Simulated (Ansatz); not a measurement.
Take HfN in the rock salt structure (space group Fm-3m, No. 225; relaxed with 0.1 eV smearing) as the base.

```xyz
2
Lattice="0.0000 2.2342 2.2342 2.2342 0.0000 2.2342 2.2342 2.2342 0.0000" Properties=species:S:1:pos:R:3 pbc="T T T"
Hf     0.0000     0.0000     0.0000
N      2.2342     2.2342     2.2342
```

Cartesian axes are those of the cell as printed.

The values are results of LDA/PAW in Ansatz (a program for electronic structure), no SOC, not measurements.

Before the change:

The shortest interatomic distance is 2.234 Å and the pressure is 0.0 GPa.

Modification: tensile biaxial strain of 0.42 % in the plane normal to [111], as in epitaxy on a mismatched substrate; the out-of-plane cell vector and the atoms relax.

What happens to the energy relative to the base, shortest interatomic distance, pressure and out-of-plane strain?

The energy goes up by 0.6 meV/atom; the shortest interatomic distance grows by 0.0035 Å (2.234 Å → 2.238 Å); the pressure (mean of the normal stresses, compression positive) goes from zero to -1.4 GPa; the out-of-plane strain is -0.38 %.

No phonon test of stability was made. All final runs are without spin polarisation. An odd electron count without spin: HfN.
